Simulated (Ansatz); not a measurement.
**Carrier properties of CdS (P6_3mc)**

Data:

```
CdS
1.0
    4.12463     0.00000     0.00000
   -2.06231     3.57203     0.00000
    0.00000     0.00000     6.70977
Cd S
2 2
Direct
  0.66667   0.33333   0.50020
  0.33333   0.66667   0.00020
  0.66667   0.33333   0.87680
  0.33333   0.66667   0.37680
```

All values below come from HSE06, rigid bands (plane waves, PAW, scalar-relativistic; Ansatz, an electronic-structure program). How the cell was made: cell and atoms relaxed with PBEsol.

```json
{
 "band_gap": "2.26 eV",
 "electron conductivity mass (300 K, dilute)": "0.187 (x), 0.187 (y), 0.172 (z) mₑ",
 "hole conductivity mass (300 K, dilute)": "1.04 (x), 1.04 (y), 1.36 (z) mₑ",
 "effective density of states N_c (300 K)": "1.9e18 cm⁻³",
 "effective density of states N_v (300 K)": "6.0e19 cm⁻³",
 "density_of_states_mass_electrons": "0.176 mₑ",
 "density_of_states_mass_holes": "1.79 mₑ",
 "Seebeck coefficient, n-type 1e19 cm⁻³, 300 K": "-106 μV/K",
 "best n-type power factor at 300 K for τ = 10 fs (best axis; densities from 1e16 to 1e21 cm⁻³ tried, whether or not they can be reached)": "1.75 μW/(cm·K²) at 1e19 cm⁻³",
 "Seebeck coefficient, p-type 1e19 cm⁻³, 300 K": "380 μV/K",
 "best p-type power factor at 300 K for τ = 10 fs (best axis; densities from 1e16 to 1e21 cm⁻³ tried, whether or not they can be reached)": "11.6 μW/(cm·K²) at 3e20 cm⁻³"
}
```

Rigid bands; masses and Seebeck coefficients take one relaxation time τ for all states and one kind of carrier; polarons and phonon drag are left out. Spin-orbit coupling is left out; where it splits the top of the valence band, N_v and the p-type Seebeck coefficient come out somewhat high without it. Geometry: cell and atoms relaxed with PBEsol.
